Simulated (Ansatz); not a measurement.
A computed series for SiO2: carrier doping

The reference is SiO2 in the rutile structure (space group P4_2/mnm, No. 136; a = 4.2359 Å, c = 2.6899 Å).

Carriers are added at fixed cell with a uniform background; the Fermi–Dirac width is that of 300 K.

Computed with PBE/PAW in Ansatz (a quantum-chemistry and plane-wave program), no spin-orbit coupling, earlier PAW set.

Notes on the quantities. Fermi level from band edge: Fermi level relative to the doped band's edge (positive inside the band; to 0.05 eV).

```csv
case,gap between the host's bands,Fermi level from band edge
undoped,5.05 eV,–
electrons 3.0×10^21 cm⁻³,5.02 eV,+1.25 eV
electrons 5.0×10^21 cm⁻³,5.00 eV,+1.60 eV
electrons 1.0×10^22 cm⁻³,4.94 eV,+1.95 eV
electrons 2.0×10^22 cm⁻³,4.63 eV,+2.35 eV
holes 3.0×10^21 cm⁻³,5.11 eV,+0.45 eV
holes 5.0×10^21 cm⁻³,5.15 eV,+0.60 eV
holes 1.0×10^22 cm⁻³,5.25 eV,+0.85 eV
holes 2.0×10^22 cm⁻³,5.45 eV,+1.00 eV
```

Charged cell with a jellium background: band edges are those of the host's band count, energies are not comparable with the neutral cell, and many-body gap narrowing is missing. Gaps are read on the SCF mesh and a high-symmetry path. Stability against distortions was not tested.
